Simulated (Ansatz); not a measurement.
The parent structure is SiC in the wurtzite structure (space group P6_3mc, No. 186; a = 3.056 Å, c = 5.016 Å). Axes: x lies along a and z along c of the hexagonal cell.

Computed with Kohn–Sham DFT with the LDA functional, run in Ansatz (an electronic-structure program) with PAW and 420 eV plane waves, no spin-orbit coupling.

Strains are applied to the cell and any free atomic positions relax.

One change was made to it. Results:

| quantity | base | after |
|---|---|---|
| energy relative to the base (free energy F) | 0 meV/atom | +2.3 meV/atom |
| band gap | 2.13 eV | 2.15 eV |

Task: Name the change that was made.
A. uniaxial strain ε_xx = +3.00 %
B. uniaxial strain ε_xx = +1.80 %
C. uniaxial strain ε_xx = +2.40 %
D. uniaxial strain ε_xx = +1.20 %

Result: D, uniaxial strain ε_xx = +1.20 %. For comparison, the energy relative to the base in the other runs: uniaxial strain ε_xx = +1.80 % gives +5.2 meV/atom; uniaxial strain ε_xx = +3.00 % gives +14 meV/atom; uniaxial strain ε_xx = +2.40 % gives +9.1 meV/atom.

Stability against distortions was not tested.
